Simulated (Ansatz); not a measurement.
Results of PBE-D3(BJ) in Ansatz (PAW) for fluorite HfO2 (high-temperature phase).

Settings: plane-wave cutoff 520 eV, 12×12×12 k mesh, Fermi–Dirac smearing 0.01 eV, scalar-relativistic PAW data made under PBE.

Properties against volume:

```json
[
 {"V (Å³/atom)": "10.223", "P (GPa)": "17.95", "direct gap at Γ (eV)": "4.656", "smallest gap on the k mesh (eV)": "3.932"},
 {"V (Å³/atom)": "10.441", "P (GPa)": "11.33", "direct gap at Γ (eV)": "4.604", "smallest gap on the k mesh (eV)": "3.882"},
 {"V (Å³/atom)": "10.658", "P (GPa)": "5.37", "direct gap at Γ (eV)": "4.551", "smallest gap on the k mesh (eV)": "3.833"},
 {"V (Å³/atom)": "10.876", "P (GPa)": "0.01", "direct gap at Γ (eV)": "4.498", "smallest gap on the k mesh (eV)": "3.784"},
 {"V (Å³/atom)": "11.093", "P (GPa)": "-4.82", "direct gap at Γ (eV)": "4.444", "smallest gap on the k mesh (eV)": "3.735"},
 {"V (Å³/atom)": "11.311", "P (GPa)": "-9.18", "direct gap at Γ (eV)": "4.389", "smallest gap on the k mesh (eV)": "3.687"},
 {"V (Å³/atom)": "11.528", "P (GPa)": "-13.10", "direct gap at Γ (eV)": "4.335", "smallest gap on the k mesh (eV)": "3.639"}
]
```

The fundamental gap (3.78 eV at the equilibrium volume, with added k points) lies elsewhere than Γ–Γ.

Note: symmetry holds this phase in the static calculation, where it need not be a minimum; held by symmetry at 0 K, a high-temperature phase can be a saddle point.

Spin–orbit coupling is not included.

Ansatz is a program for electronic structure.
